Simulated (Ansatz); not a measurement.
Consider a periodic stack without vacuum, fluorite-type NiSi2 (0 0 1) on zinc-blende InP (0 0 1) (film strained to the substrate, faces as cut): substrate slab In24P20, film Ni20Si40, surface cells [[2, 0], [2, 2]] and [[-3, -1], [-1, -2]], film strained by -2.1 and -2.1 %, faces In/In and Si/Ni as cut (like faces can put a slab off its formula). Its start:

```
In6Ni5P5Si10
1.0
    8.42862     0.00015     0.03941
    0.00003     8.42866    -0.03931
   -2.32417     3.72700    28.51576
In P Ni Si
24 20 20 40
Cartesian
  0.11307   8.48204   3.79506
  4.37013   8.42270   3.43327
  0.12290   4.24141   3.79034
  4.28788   4.25731   3.44376
  6.67979   3.02320   0.83452
  2.07829   1.41718   0.82547
  6.63352   6.20221   0.82230
  1.88505   5.61773   0.40009
  0.08025   8.47050   9.56104
  4.30574   8.46767   9.60287
  0.10902   4.24979   9.57108
  4.30971   4.24562   9.62419
  6.38117   2.13201   6.62548
  2.24496   2.13612   6.62174
  6.38114   6.31972   6.63028
  2.24194   6.36888   6.60402
 -0.08906   8.41332  15.55887
  4.55088   8.60891  15.67281
  0.19752   4.25626  15.51294
  4.07203   4.33196  15.75364
  6.40596   2.18295  12.59573
  2.22744   2.15592  12.61324
  6.37405   6.35050  12.61261
  2.24445   6.40230  12.57823
  0.12487   2.11820   2.34690
  4.39135   2.11501   1.91356
  0.23549   6.38203   2.30518
  4.22872   6.34489   1.83385
  0.09002   2.13560   8.07419
  4.31078   2.13701   8.15699
  0.09472   6.35501   8.06501
  4.30354   6.35188   8.14779
  2.32412   8.46789   5.09125
  6.34280   8.41553   5.14121
  2.29770   4.25580   5.13742
  6.32052   4.22920   5.11208
  0.07307   2.11889  14.06142
  4.33128   2.24865  14.14392
  0.09865   6.35328  13.97437
  4.30211   6.43350  14.21994
  2.19296   8.48645  11.07426
  6.39426   8.46670  11.11792
  2.20926   4.26253  11.11764
  6.42041   4.26772  11.09648
  5.46245   8.43195  22.21554
  2.00633  10.18000  22.10693
  3.66571   5.02907  22.19717
  0.36038   6.70158  22.22878
 -1.34122   3.29347  22.10851
  6.20285   5.80763  19.54633
  2.92270   7.63670  19.56967
  4.56107   2.49613  19.37031
  1.16558   4.27356  19.35691
 -0.50478   9.07956  19.35569
  5.41199   8.40099  27.57162
  2.00074  10.10490  27.90607
  3.67676   5.03990  27.47436
  0.26149   6.94127  27.49537
 -1.28261  11.76596  27.60381
  6.23197   5.82545  24.88021
  2.89783   7.65633  24.87058
  4.53263  10.93632  24.91035
  1.15578   4.19260  24.98696
 -0.43291   9.31026  24.90460
  3.77169   9.30293  20.84433
  0.33498  10.91448  20.65975
  2.01940   5.89367  20.79318
 -1.32734   7.50580  20.80605
  5.35926   4.14743  20.84901
  4.57186   6.73212  20.88207
  1.16829   8.40272  20.84221
  2.86176   3.39377  20.73330
 -0.48829   5.03224  20.82928
  6.25242  10.04656  20.71379
  4.54514   6.68724  18.13476
  1.21221   8.31862  17.94338
  2.74686   3.23394  17.93553
 -0.50902   5.13191  17.95326
  6.32959  10.11110  17.85095
  3.48635   9.27829  18.00024
  0.32952   2.44332  18.05662
  2.09598   5.97628  18.00015
 -1.42281   7.48278  17.85828
  5.63294   4.11598  17.98723
  3.69520   9.29465  26.39761
  0.39132  10.94929  26.39388
  1.97171   5.97652  26.33936
 -1.39679   7.58589  26.18378
  5.43608   4.17851  26.42914
  4.56002   6.72414  26.28612
  1.27192   8.52722  26.33330
  2.82834   3.27930  26.44045
 -0.53256   5.09436  26.37378
  6.24425  10.13374  26.32378
  4.56049   6.73037  23.54807
  1.20560   8.44956  23.50929
  2.84512   3.37714  23.62059
 -0.49622   4.99362  23.53614
  6.27061  10.09923  23.59891
  3.71294   9.29992  23.49601
  0.33644  10.97652  23.52075
  2.02329   5.88281  23.63845
 -1.32080   7.58789  23.56907
  5.38696   4.15960  23.54792
```

The start was prepared with a machine-learned potential, and the result is one local minimum, with the in-plane cell held and forces under 0.04 eV/Å; the film can end far from its bulk form.

The numbers are results of PBE (plane waves to 420 eV, PAW; Ansatz, a program for electronic structure), not measurements. Spin–orbit coupling is left out; the runs are not spin-polarised; PBE gaps are too small against experiment. Its k-point mesh 3×3×1, Fermi–Dirac width 0.05 eV.

Predict the relaxed interface.


```
Quantity                                                                                                                  Value
--------------------------------------------------------------------------------  ---------------------------------------------
interface area                                                                                                          71.0 Å²
period                                                                                                                  28.39 Å
gaps between the outermost planes at the two interfaces                                                         2.32 and 0.92 Å
In–Ni contacts across the interfaces within 1.22 times the sum of covalent radii                                11, mean 2.79 Å
In–Si contacts across the interfaces within 1.22 times the sum of covalent radii                                10, mean 2.83 Å
Ni–P contacts across the interfaces within 1.22 times the sum of covalent radii                                  2, mean 2.53 Å
estimate of the barrier                                                           withheld, since the two interfaces are unlike
```
